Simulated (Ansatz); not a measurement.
## Rh, response to strain

The parent structure is Rh in the fcc (Cu type) structure (space group Fm-3m, No. 225; a = 3.782 Å; relaxed with 0.1 eV smearing). Axes: x, y, z lie along the cube axes.

Strains are applied to the cell and any free atomic positions relax; under biaxial strain the out-of-plane vector relaxes too.

Calculations: Kohn–Sham DFT with the PBEsol functional, run in Ansatz (a first-principles code) with PAW and 420 eV plane waves, without spin-orbit coupling.

Notes on the quantities. in-plane stress: mean in-plane stress (compression positive).

| change | ratio −ε⊥/ε∥ | in-plane stress |
|---|---|---|
| biaxial strain −2.00 %, plane normal [001], relaxed out of plane | 0.91 | +10.8 GPa |
| biaxial strain −1.50 %, plane normal [001], relaxed out of plane | 0.90 | +7.9 GPa |
| biaxial strain −1.00 %, plane normal [001], relaxed out of plane | 0.90 | +5.2 GPa |
| biaxial strain −0.50 %, plane normal [001], relaxed out of plane | – | +2.5 GPa |
| biaxial strain +0.50 %, plane normal [001], relaxed out of plane | – | -2.4 GPa |
| biaxial strain +1.50 %, plane normal [001], relaxed out of plane | 0.88 | -6.7 GPa |
| biaxial strain +2.00 %, plane normal [001], relaxed out of plane | 0.88 | -8.7 GPa |
| biaxial strain +2.50 %, plane normal [001], relaxed out of plane | 0.88 | -10.6 GPa |
| biaxial strain +3.00 %, plane normal [001], relaxed out of plane | 0.88 | -12.3 GPa |

Stability against distortions was not tested. All final runs are without spin polarisation. Rh lies near a magnetic instability that expansion can trigger; it was not tested.
